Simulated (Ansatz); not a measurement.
Where the default PAW files enter, the runs use the earlier of Ansatz's two default sets.

## Evanescent states of SiO₂ (P3_121, 9 atoms a cell, 12.6 Å³ an atom) along the normal of (110)

The numbers are results of r2SCAN (plane waves, PAW; Ansatz, an electronic-structure program), not measurements.

The gap is the functional's own, uncorrected, and κ follows it; spin-orbit coupling is left out. Mid-gap values are interpolated between the computed energies.

Energies count from the valence-band top; κ is the least over a 6×4 mesh across the current.

```
E (eV)  κ (1/Å)  where
------  -------  -----
0.15      0.282  off Γ
0.45      0.382  off Γ
0.75      0.443  off Γ
1.05      0.489  off Γ
1.35      0.506      Γ
1.65      0.514      Γ
1.95      0.519      Γ
2.25      0.521      Γ
2.55      0.521      Γ
2.85      0.517      Γ
3.15      0.511      Γ
3.45      0.503      Γ
3.75      0.491      Γ
4.05      0.477      Γ
4.35      0.459      Γ
4.65      0.438      Γ
4.95      0.413      Γ
5.25      0.382      Γ
5.55      0.345      Γ
5.85      0.298      Γ
6.15      0.236      Γ
6.45      0.141      Γ
```

Question: How thick must the barrier be to attenuate the transmission by 10^8 when the electrodes' Fermi level lies at 3.75 eV, and what attenuation does that film give at 1.05 eV?

Answer: d = 8 ln 10 / (2 × 0.491) = 18.8 Å. At 1.05 eV it gives 8 × 0.489/0.491 = 8.0 decades.
